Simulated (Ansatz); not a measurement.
MgH2: pressure series

Start from MgH2 (space group Pbcn, No. 60; a = 4.474 Å, b = 5.395 Å, c = 4.895 Å; a cell from a computed database, its experimental status unchecked).

Cell and atoms are relaxed at each pressure.

Calculations: PBEsol/PAW in Ansatz (a quantum-chemistry and plane-wave program), no spin-orbit coupling.

Notes on the quantities. enthalpy: H = E + PV relative to the base's energy.

| change | volume per atom | band gap | enthalpy | electron mass | width of the top valence band |
|---|---|---|---|---|---|
| base | 9.85 Å³ | 3.41 eV | – | 0.53 mₑ along a, 0.92 mₑ along b, 0.40 mₑ along c (off the special points) | 2.49 eV |
| pressure −2 GPa | 10.29 Å³ | 3.37 eV | -0.13 eV/atom | 0.53 mₑ along a, 0.87 mₑ along b, 0.42 mₑ along c (off the special points) | 2.36 eV |
| pressure −1 GPa | 10.06 Å³ | 3.39 eV | -0.06 eV/atom | 0.54 mₑ along a, 0.91 mₑ along b, 0.41 mₑ along c (off the special points) | 2.42 eV |
| pressure 0.3 GPa | 9.79 Å³ | 3.41 eV | +0.02 eV/atom | 0.54 mₑ along a, 0.93 mₑ along b, 0.39 mₑ along c (off the special points) | 2.51 eV |
| pressure 0.7 GPa | 9.71 Å³ | 3.42 eV | +0.04 eV/atom | 0.54 mₑ along a, 0.94 mₑ along b, 0.39 mₑ along c (off the special points) | 2.53 eV |
| pressure 1.5 GPa | 9.56 Å³ | 3.42 eV | +0.09 eV/atom | 0.54 mₑ along a, 0.97 mₑ along b, 0.38 mₑ along c (off the special points) | 2.58 eV |
| pressure 3 GPa | 9.30 Å³ | 3.44 eV | +0.18 eV/atom | 0.54 mₑ along a, 1.0 mₑ along b, 0.36 mₑ along c (off the special points) | 2.66 eV |
| pressure 5 GPa | 8.99 Å³ | 3.41 eV | +0.29 eV/atom | 0.18 mₑ along a, 0.96 mₑ along b, 1.0 mₑ along c (at Γ) | 2.77 eV |
| pressure 7.5 GPa | 8.64 Å³ | 3.27 eV | +0.43 eV/atom | 0.18 mₑ along a, 0.95 mₑ along b, 1.1 mₑ along c (at Γ) | 2.93 eV |
| pressure 10 GPa | 8.32 Å³ | 2.97 eV | +0.56 eV/atom | 0.17 mₑ along a, 0.96 mₑ along b, 1.0 mₑ along c (at Γ) | 3.21 eV |

Load acts through the strain it causes; cell and atoms are relaxed under it. Effective masses come from finite differences of ±0.01 Å⁻¹. No phonon test of stability was made. Competing high-pressure phases were not computed.
